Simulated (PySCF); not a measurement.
PySCF 2.14.0, TPSSH/def2-svp, df: Al(Et)3 (C[CH2][Al]([CH2]C)[CH2]C), 22 atoms. The geometry is a generated start, not checked to be a minimum at this level.

```yaml
task: energy
method: tpssh
basis: def2-svp
two_electron_scheme: density fitting
mol.max_memory: 3000 MB
mf.max_cycle: 100
mf.conv_tol: 1e-09 (default)
mf.grids.level: 3 (default)
basis_functions: 177
grid_points: 251008
```

```xyz
22

Al     0.0396     0.1040     0.3629
C      1.5965     0.6742    -0.7789
C      1.3286     0.7685    -2.2893
H      2.4227    -0.0359    -0.6148
H      1.9954     1.6395    -0.4329
H      0.6007     1.5500    -2.5011
H      0.9307    -0.1714    -2.6694
H      2.2409     0.9988    -2.8414
C     -1.8226    -0.2435    -0.3189
C     -2.3333     0.6880    -1.4303
H     -2.5038    -0.1640     0.5446
H     -1.9383    -1.2807    -0.6673
H     -1.7418     0.5694    -2.3360
H     -2.2662     1.7310    -1.1227
H     -3.3737     0.4737    -1.6781
C      0.3990    -0.1987     2.3175
C      0.8487    -1.6328     2.6526
H     -0.4897     0.0276     2.9262
H      1.1788     0.4901     2.6763
H      1.7652    -1.8819     2.1196
H      0.0871    -2.3543     2.3601
H      1.0354    -1.7517     3.7211
```

With the defaults (mf.diis = true, mf.init_guess = minao, mf.damp = 0, mf.diis_start_cycle = 1, mf.DIIS = CDIIS, mf.diis_space = 8, mf.level_shift = 0) it converges in 12 Fock builds. One run each on 2 threads, 1 BLAS thread, with these changes:
- mf.diis = false
- mf.DIIS = EDIIS
- mf.damp = 0.7, mf.diis_start_cycle = 8
- mf.init_guess = 1e
- mf.level_shift = 0.3 Hartree
- mf.init_guess = atom
- mf.diis = false, mf.damp = 0.7, mf.diis_start_cycle = 999
- mf.diis_space = 20
- mf.level_shift = 0.1 Hartree

Question: Which of these changes keep the SCF from converging, or lead it to another solution?

Answer: No convergence: mf.diis = false (the run ends without SCF convergence in 100 cycles). The rest reach the solution of the defaults.

```tsv
setting	Fock builds	end
mf.level_shift = 0.1 Hartree	11	same solution
the defaults	12	same solution
mf.init_guess = atom	12	same solution
mf.diis_space = 20	12	same solution
mf.damp = 0.7, mf.diis_start_cycle = 8	15	same solution
mf.level_shift = 0.3 Hartree	15	same solution
mf.init_guess = 1e	20	same solution
mf.diis = false, mf.damp = 0.7, mf.diis_start_cycle = 999	28	same solution
mf.DIIS = EDIIS	76	same solution
mf.diis = false	101	no convergence
```
